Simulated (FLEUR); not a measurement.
Band structure of SrB₆ (Pm-3m, 7 atoms in the cell).

```yaml
crystal:
  lattice:
    - [4.19021, 0.00000, 0.00000]
    - [0.00000, 4.19021, 0.00000]
    - [0.00000, 0.00000, 4.19021]
  atoms:
    - { symbol: Sr, position: [0.00000, 0.00000, 0.00000] }
    - { symbol: B, position: [0.20314, 0.50000, 0.50000] }
    - { symbol: B, position: [0.79686, 0.50000, 0.50000] }
    - { symbol: B, position: [0.50000, 0.20314, 0.50000] }
    - { symbol: B, position: [0.50000, 0.79686, 0.50000] }
    - { symbol: B, position: [0.50000, 0.50000, 0.20314] }
    - { symbol: B, position: [0.50000, 0.50000, 0.79686] }
```

Method: PBEsol, all-electron FLAPW (FLEUR), scalar-relativistic valence.

Settings: Kmax = 4 1/bohr; GmaxXC = 14 1/bohr; xcFunctional = PBEs; jspins = 1; l_soc = F; mode = hist; fermiSmearingEnergy = 0.00183747 Htr; mesh (inpgen div1-3) = 5 5 5; inpgen gamma flag = false; Gmax = 14 1/bohr; numbands = 0; maxIterBroyd = 15; imix = Anderson; alpha = 0.05.

The starting cell comes from a database of computed structures (which also holds hypothetical and non-ambient phases and stackings), without a prior relaxation at this level. Values depend on the basis (sphere radii, cutoffs, local orbitals), which need not be converged.

Levels in eV from the Fermi level, bands 11 to 18:
```
point     11     12     13     14    15    16    17    18
-----  -----  -----  -----  -----  ----  ----  ----  ----
Γ      -5.22  -0.34  -0.34  -0.34  2.75  2.75  2.75  4.01
X      -2.14  -2.14  -1.68  -0.15  0.02  3.54  3.54  4.40
M      -2.69  -2.69  -1.39  -1.39  3.31  3.31  5.26  5.28
R      -3.78  -1.02  -1.02  -1.02  5.31  5.36  6.76  6.76
```
